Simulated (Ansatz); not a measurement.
# Effect of isotropic strain −0.65 % on CdSe

Consider CdSe in the wurtzite structure (space group P6_3mc, No. 186; a = 4.383 Å, c = 7.155 Å).

Now apply this change: every lattice vector is shortened by 0.65 %, atoms relaxed at fixed cell.

Computed with DFT with PBE, PAW potentials and a 420 eV plane-wave cutoff in Ansatz (an electronic-structure program), scalar-relativistic without spin-orbit coupling, earlier PAW set. Γ-centred 9×9×5 mesh, Fermi–Dirac width 0.05 eV.

The volume per atom shrinks by 0.58 Å³, from 29.76 Å³ to 29.18 Å³ and the space group is still P6_3mc (No. 186). The energy rises by 1.6 meV/atom and the pressure (mean of the normal stresses, compression positive) goes from zero to 9.2 kbar. The band gap rises by 0.04 eV (0.54 eV → 0.58 eV) and the gap character stays direct at Γ. The mean gap deformation potential ΔEg/Δln V comes out as -2.2 eV and the valence-band top at Γ (three highest levels, from the VBM) changes from 0.00, 0.00, -0.04 eV to 0.00, 0.00, -0.05 eV.

Stability against distortions was not tested.
